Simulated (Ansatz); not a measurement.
**A constructed model of the (111)A surface of zinc-blende AlAs, Al-terminated, 2x2 In adatom at T4 (bottom of the slab: 3 H on 4 bottom sites)**

Method: PBE (plane waves to 420 eV, PAW; Ansatz, a first-principles code).

Set-up: 36 atoms, 14.2 Å thick at the start with caps and adatoms; mesh 3x3x1; 0.025 eV smearing; dipole correction on; 8 atoms held, the rest relaxed; start symmetry kept, larger cells not searched; no spin, no spin-orbit, no U. In PBE it is, or lies within 0.01 eV a 1x1 cell of, the lowest of the 2 structures of its composition computed so far; subsurface sites and larger cells were not tried.

```json
{
  "gap_of_the_slab_on_its_k_mesh": "0.35 eV",
  "highest_filled_level_below_the_top_vacuum_level": "4.32 eV",
  "energy_released_by_relaxation": "1.57 eV",
  "cost": "about 19 core-minutes (a rough figure)"
}
```
